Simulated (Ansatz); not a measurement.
## HfO2: pressure series

The reference is HfO2 (space group P4_2/nmc, No. 137).

```xyz
6
Lattice="3.6044 0.0000 0.0000 0.0000 3.6044 0.0000 0.0000 0.0000 5.2643" Properties=species:S:1:pos:R:3 pbc="T T T"
Hf     0.0000     0.0000     0.0000
Hf     1.8022     1.8022     2.6321
O      0.0000     1.8022     1.0173
O      0.0000     1.8022     3.6494
O      1.8022     0.0000     1.6149
O      1.8022     0.0000     4.2470
```

Cell and atoms are relaxed at each pressure.

Method: PBE (Ansatz, an electronic-structure program; PAW; 420 eV plane waves; spin-orbit coupling left out).

| pressure (GPa) | volume per atom (Å³/atom) |
|---|---|
| -2 | 11.541 |
| -1 | 11.468 |
| 0 | 11.399 |
| 0.3 | ? |
| 0.7 | 11.352 |
| 3 | 11.208 |
| 5 | 11.092 |
| 7.5 | 10.957 |
| 10 | 10.833 |

Task: Fit the third-order Birch–Murnaghan form P(V) = (3B₀/2)[(V₀/V)^(7/3) − (V₀/V)^(5/3)]·[1 + (3/4)(B₀′ − 4)((V₀/V)^(2/3) − 1)] (squares taken in P) to the rows shown and predict the withheld row.

Result: Least squares on the printed values gives V₀ = 11.399 Å³/atom, B₀ = 168 GPa, B₀′ = 6.0; this predicts 11.379 Å³/atom, and the run gives 11.379 Å³/atom, in agreement.

Load acts through the strain it causes; cell and atoms are relaxed under it. No phonon test of stability was made. Competing high-pressure phases were not computed. This is not the structure that HfO2 has at room temperature and ambient pressure.
